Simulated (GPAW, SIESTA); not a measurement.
A SIESTA input for a self-consistent single point of YAl3Ag (Imm2, 5 atoms in the cell) (DFT, LDA PW92, numerical atomic orbitals DZP, PseudoDojo LDA standard norm-conserving potentials (rewritten from UPF to PSML)):

```
# files in the folder: Y.psml Al.psml Ag.psml (PseudoDojo LDA standard)
SystemName  YAl3Ag
SystemLabel YAl3Ag

NumberOfAtoms                5
NumberOfSpecies              3
%block ChemicalSpeciesLabel
  1 39 Y
  2 13 Al
  3 47 Ag
%endblock ChemicalSpeciesLabel
LatticeConstant              6.315317 Ang
%block LatticeVectors
    -0.327410326    0.328805664    0.885826951
     0.327410326   -0.328805664    0.885826951
     0.327410326    0.328805664   -0.885826951
%endblock LatticeVectors
AtomicCoordinatesFormat      ScaledCartesian
%block AtomicCoordinatesAndAtomicSpecies
    -0.000000000   -0.000000000    0.000248032  1
     0.327410326    0.000000000    0.442647727  2
     0.000000000    0.000000000    1.080106517  2
     0.000000000   -0.000000000    0.691193053  2
     0.000000000    0.328805664    0.443267806  3
%endblock AtomicCoordinatesAndAtomicSpecies

XC.functional                LDA
XC.authors                   PW92
PAO.BasisSize                DZP
PAO.EnergyShift              0.01 Ry
MeshCutoff                   350 Ry
%block kgrid.MonkhorstPack
    7   0   0  0.0
    0   7   0  0.0
    0   0   7  0.0
%endblock kgrid.MonkhorstPack
OccupationFunction           FD
ElectronicTemperature        580.23 K

MaxSCFIterations             150
SCF.Mixer.Method             Broyden
SCF.Mixer.Weight             0.1
SCF.Mixer.History            6
SCF.DM.Tolerance             1.0E-05
Diag.ParallelOverK           true
WriteForces                  true
Charge.Mulliken              end
```

### Question
Write the same calculation as an input for GPAW.

### Answer
This is the input that was run; spellings and numerical settings could be chosen otherwise.

```python
from ase import Atoms
from ase.units import GPa
from gpaw import GPAW, PW, FermiDirac

atoms = Atoms(['Y', 'Al', 'Al', 'Al', 'Ag'],
              cell=[[-2.067700, 2.076512, 5.594278],
                    [2.067700, -2.076512, 5.594278],
                    [2.067700, 2.076512, -5.594278]],
              scaled_positions=[[0.000140, 0.000140, 0.000000],
                                [0.249850, 0.749850, 0.500000],
                                [0.609660, 0.609660, 0.000000],
                                [0.390140, 0.390140, 0.000000],
                                [0.750200, 0.250200, 0.500000]],
              pbc=True)

calc = GPAW(mode=PW(600),
            xc='LDA',
            kpts=(7, 7, 7),
            occupations=FermiDirac(0.05),
            nbands=-9,
            convergence={'density': 1e-05, 'energy': 1e-05},
            symmetry={'symmorphic': False, 'tolerance': 0.0005},
            maxiter=150,
            txt='-')

atoms.calc = calc

energy = atoms.get_potential_energy()
print('Energy (eV):', round(energy, 6))
forces = atoms.get_forces()
print('Forces (eV/Ang):')
print(forces.round(5))
stress = atoms.get_stress()
print('Stress (GPa, Voigt):', (stress / GPa).round(4))
```

Basis, cutoffs, solver keys and any potentials are the target program's own. This input uses DFT LDA (Perdew-Wang 92), plane waves, GPAW PAW datasets LDA (gpaw-data 1.0.1). LDA parametrisations can differ slightly between programs.

The starting cell comes from a database of computed structures (which also holds hypothetical and non-ambient phases and stackings), without a prior relaxation at this level. Its lattice was rescaled by a random factor within 2.5 % of one. For this run, on top of that: lattice scaled by 0.98.
